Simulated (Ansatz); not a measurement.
Take HfO2 (space group P4_2/nmc, No. 137; a = 3.605 Å, c = 5.265 Å) as the base.

Computed with PBE in Ansatz (plane waves to 420 eV, PAW, scalar-relativistic without spin-orbit coupling), earlier PAW set.

Base values:

- Band gap: 4.67 eV
- Gap character: indirect, Z → Γ
- Electron mass: 1.0 mₑ along c, 0.88 mₑ across (at Γ)
- Pressure: 0.00 GPa
- Smallest direct gap: 4.73 eV

Perturbation: every lattice vector is stretched by 2.40 %; the atoms relax in the strained cell.

Predict the new band gap.

The band gap decreases by 0.195 eV (4.67 eV → 4.47 eV).

Estimate the effect on the gap character.

The gap character changes from indirect, Z → Γ to indirect, M–Γ (50 % along) → Γ.

What happens to the electron mass?

The electron mass goes from 1.0 mₑ along c, 0.88 mₑ across (at Γ) to 2.1 mₑ along c, 0.63 mₑ across (at Γ).

What does the calculation give for the pressure after the change?

The pressure (mean of the normal stresses, compression positive) goes from zero to -11.04 GPa.

Predict the new smallest direct gap.

The smallest direct gap drops by 0.095 eV (4.73 eV → 4.64 eV).

Spin-orbit coupling, missing from the scalar runs, can matter with Hf. Effective masses come from finite differences of ±0.01 Å⁻¹. Whether these cells are dynamically stable was not tested. This is not the structure that HfO2 has at room temperature and ambient pressure.

Ansatz is an electronic-structure program.
